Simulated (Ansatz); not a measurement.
The reference is TiAl (space group P4/mmm, No. 123; a = 2.813 Å, c = 4.062 Å; relaxed with 0.1 eV smearing). Axes: x, y, z lie along a, b, c of the conventional cell.

Level of theory: r2SCAN (Ansatz, a program for electronic structure), spin-orbit coupling left out.

Modification: the cell is stretched by 3.00 % along z with no lateral relaxation; the atoms relax in the strained cell.

Q: Predict the new energy relative to the base and stress.

A: The energy increases by 8.1 meV/atom; the stress (xx, yy, zz, yz, xz, xy; compression positive) amounts to (-2.4, -2.4, -5.3, 0.0, 0.0, 0.0) GPa.

No phonon test of stability was made. The final runs are not spin-polarised.
